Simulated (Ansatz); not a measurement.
Consider SiO₂ in the rutile structure (space group P4_2/mnm, No. 136; a = 4.1946 Å, c = 2.6785 Å).

Levels (all Ansatz, a first-principles code, PAW): PBEsol (420 eV, without spin-orbit coupling); PBEsol+SOC (420 eV, spin-orbit coupling included).

The geometry is relaxed with PBEsol.

* **PBEsol valence-band top at Γ**: 0.00, -0.88, -0.88 eV
* **PBEsol electron mass**: 0.37 mₑ along c, 0.47 mₑ across (at Γ)
* **PBEsol gap character**: direct at Γ
* **PBEsol pressure**: 0.00 GPa

How does going to PBEsol+SOC change the valence-band top at Γ, electron mass, gap character and pressure?

The valence-band top at Γ (three highest Kramers pairs, from the VBM) becomes 0.00, -0.87, -0.89 eV (PBEsol: 0.00, -0.88, -0.88 eV); the electron mass is still 0.37 mₑ along c, 0.47 mₑ across (at Γ); the gap character remains direct at Γ; the pressure is still 0.00 GPa.

Single points use the geometry relaxed with PBEsol. Differences between runs with and without spin-orbit coupling are approximate. Effective masses come from finite differences of ±0.01 Å⁻¹. Stability against distortions was not tested.
